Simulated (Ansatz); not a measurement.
free sheet of monolayer 1H WS2: W16S32, 3 atomic planes, area 141 Å², cell height 16.1 Å with vacuum; both faces free, started from the relaxed sheet, in-plane cell fixed at 1.000 times the relaxed lattice. Method: PBE (plane waves, PAW; Ansatz, a quantum-chemistry and plane-wave program). Mean temperature 299 K, 4.3 ps sampled after 2.8 ps of Langevin dynamics; k-points: Γ only; no spin polarisation or spin-orbit coupling.

```tsv
plane (from the bottom)	atoms	start height (Å)	mean height (Å)	spread of site heights (Å)	rms motion, normal (Å)	rms motion, in plane (Å)	in-plane shift from the start (Å)	coordination
1	S16	-1.57	-1.57	0.00	0.06	0.06	0.00	3.0
2	W16	0.00	0.00	0.00	0.06	0.04	0.00	6.0
3	S16	1.57	1.57	0.00	0.06	0.06	0.00	3.0
```

- outer plane spacing = 1.57 Å against 1.57 Å at the start (+0 %)
- normal motion of the outer planes over that of the middle = 1.0
- in-plane diffusion = none seen within 4.3 ps
- coordination in the top plane = 3-fold 100 %
- mean vibrational (phonon) frequency = 8.2 THz

A denser in-plane k-mesh moves the forces of one frame by 0.03 eV/Å rms. Bonds are counted up to S-W 2.78 Å; heights count from the centre of mass.
